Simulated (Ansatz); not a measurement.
Consider the formation energy of Li13P4N10Cl3 (Fm-3m) from the elements. Reaction: 4 P (black phosphorus) + 13 Li (bcc) + 3/2 Cl2 (gas) + 5 N2 (gas) → Li13P4N10Cl3 (Fm-3m). A negative value means that the right-hand side lies lower. The value is per atom of the solid.

Li13P4N10Cl3 (Fm-3m), 60 atoms in the cell; this is a cell whose start was taken from, or built on, an entry of a structure database, and that this text hasn't matched to a measured one, k-point mesh 4×4×4 on the run's own vectors.
```yaml
crystal:
  lattice:
    - [9.70414, 0.00000, 0.00000]
    - [4.85207, 8.40403, 0.00000]
    - [4.85207, 2.80134, 7.92339]
  atoms:
    - { symbol: P, position: [0.32302, 0.32302, 0.32302] }
    - { symbol: P, position: [0.96905, 0.67698, 0.67698] }
    - { symbol: P, position: [0.32302, 0.32302, 0.03095] }
    - { symbol: P, position: [0.67698, 0.96905, 0.67698] }
    - { symbol: P, position: [0.03095, 0.32302, 0.32302] }
    - { symbol: P, position: [0.67698, 0.67698, 0.67698] }
    - { symbol: P, position: [0.32302, 0.03095, 0.32302] }
    - { symbol: P, position: [0.67698, 0.67698, 0.96905] }
    - { symbol: N, position: [0.83238, 0.38921, 0.38921] }
    - { symbol: N, position: [0.61079, 0.61079, 0.16762] }
    - { symbol: N, position: [0.38921, 0.83238, 0.38921] }
    - { symbol: N, position: [0.61079, 0.61079, 0.61079] }
    - { symbol: N, position: [0.38921, 0.38921, 0.38921] }
    - { symbol: N, position: [0.61079, 0.16762, 0.61079] }
    - { symbol: N, position: [0.38921, 0.38921, 0.83238] }
    - { symbol: N, position: [0.16762, 0.61079, 0.61079] }
    - { symbol: N, position: [0.61152, 0.61152, 0.88848] }
    - { symbol: N, position: [0.11152, 0.11152, 0.38848] }
    - { symbol: N, position: [0.88848, 0.88848, 0.61152] }
    - { symbol: N, position: [0.38848, 0.38848, 0.11152] }
    - { symbol: N, position: [0.88848, 0.61152, 0.61152] }
    - { symbol: N, position: [0.38848, 0.11152, 0.11152] }
    - { symbol: N, position: [0.61152, 0.88848, 0.88848] }
    - { symbol: N, position: [0.11152, 0.38848, 0.38848] }
    - { symbol: N, position: [0.11152, 0.38848, 0.11152] }
    - { symbol: N, position: [0.61152, 0.88848, 0.61152] }
    - { symbol: N, position: [0.38848, 0.11152, 0.38848] }
    - { symbol: N, position: [0.88848, 0.61152, 0.88848] }
    - { symbol: Cl, position: [0.81631, 0.81631, 0.18369] }
    - { symbol: Cl, position: [0.18369, 0.18369, 0.81631] }
    - { symbol: Cl, position: [0.18369, 0.81631, 0.81631] }
    - { symbol: Cl, position: [0.81631, 0.18369, 0.18369] }
    - { symbol: Cl, position: [0.81631, 0.18369, 0.81631] }
    - { symbol: Cl, position: [0.18369, 0.81631, 0.18369] }
    - { symbol: Li, position: [0.35714, 0.35714, 0.64286] }
    - { symbol: Li, position: [0.64286, 0.64286, 0.35714] }
    - { symbol: Li, position: [0.64286, 0.35714, 0.35714] }
    - { symbol: Li, position: [0.35714, 0.64286, 0.64286] }
    - { symbol: Li, position: [0.35714, 0.64286, 0.35714] }
    - { symbol: Li, position: [0.64286, 0.35714, 0.64286] }
    - { symbol: Li, position: [0.61765, 0.12745, 0.12745] }
    - { symbol: Li, position: [0.87255, 0.87255, 0.38235] }
    - { symbol: Li, position: [0.12745, 0.61765, 0.12745] }
    - { symbol: Li, position: [0.87255, 0.87255, 0.87255] }
    - { symbol: Li, position: [0.12745, 0.12745, 0.12745] }
    - { symbol: Li, position: [0.87255, 0.38235, 0.87255] }
    - { symbol: Li, position: [0.12745, 0.12745, 0.61765] }
    - { symbol: Li, position: [0.38235, 0.87255, 0.87255] }
    - { symbol: Li, position: [0.50000, 0.50000, 0.86349] }
    - { symbol: Li, position: [0.86349, 0.13651, 0.50000] }
    - { symbol: Li, position: [0.50000, 0.50000, 0.13651] }
    - { symbol: Li, position: [0.13651, 0.86349, 0.50000] }
    - { symbol: Li, position: [0.86349, 0.50000, 0.50000] }
    - { symbol: Li, position: [0.50000, 0.86349, 0.13651] }
    - { symbol: Li, position: [0.13651, 0.50000, 0.50000] }
    - { symbol: Li, position: [0.50000, 0.13651, 0.86349] }
    - { symbol: Li, position: [0.86349, 0.50000, 0.13651] }
    - { symbol: Li, position: [0.50000, 0.86349, 0.50000] }
    - { symbol: Li, position: [0.13651, 0.50000, 0.86349] }
    - { symbol: Li, position: [0.50000, 0.13651, 0.50000] }
```

P (black phosphorus, Cmce), 4 atoms in the cell, k-point mesh 10×8×10 on the run's own vectors. Conventional cell: a = 3.323 Å, b = 10.194 Å, c = 4.161 Å, α = 90.00°, β = 90.00°, γ = 90.00°.

Li (bcc, Im-3m), 1 atom in the cell, k-point mesh 24×24×24 on the run's own vectors. Conventional cell: a = b = c = 3.3221 Å, α = β = γ = 90.00°.

An isolated Cl2 molecule (singlet) in a box of 11 × 11 × 14 Å.

An isolated N2 molecule (singlet) in a box of 11 × 11 × 13 Å.

Plane-wave PAW calculations with Ansatz (a first-principles code), its default PAW set, cutoff 420 eV, 500 eV for r2SCAN. The structures are at rest with PBE+D3(BJ); other levels are single points on them. HSE06 runs on coarser k-point meshes, mended by the PBE difference between the two meshes. Some cells are metallic or hold partly filled levels, where a hybrid on a coarse mesh is less sure. Neutral cells; Fermi-Dirac smearing of at most 0.10 eV in the solids, energies taken to zero width. The lattices are those relaxed with PBE+D3(BJ), so at other levels the solids can be strained, which adds to the spread. Larger cells are relaxed from a start prepared with the learned potential CHGNet, on a coarser mesh till forces fall under 0.03 eV/Å, which some starts already meet. A dispersion term (D3(BJ), or D4 for r2SCAN) was computed beside these levels and is taken off wherever the name lacks it. Nuclei at rest; no vibrational terms. The structures are the rest points that the relaxations reached, not proven lowest.

**Question.** Give the value at the level r2SCAN+D4.

**Answer.** -1.20 eV/atom, for 4 P (black phosphorus) + 13 Li (bcc) + 3/2 Cl2 (gas) + 5 N2 (gas) → Li13P4N10Cl3 (Fm-3m).

**Question.** What do the other levels give, and how wide is the spread?

**Answer.** 
```json
[
 {"Level": "PBE", "value (eV/atom)": "-0.99", "less r2SCAN+D4": "0.21"},
 {"Level": "PBE+D3(BJ)", "value (eV/atom)": "-1.11", "less r2SCAN+D4": "0.09"},
 {"Level": "HSE06", "value (eV/atom)": "-1.08", "less r2SCAN+D4": "0.12"}
]
```

The levels shown span 0.21 eV/atom, from r2SCAN+D4 (-1.20) to PBE (-0.99).
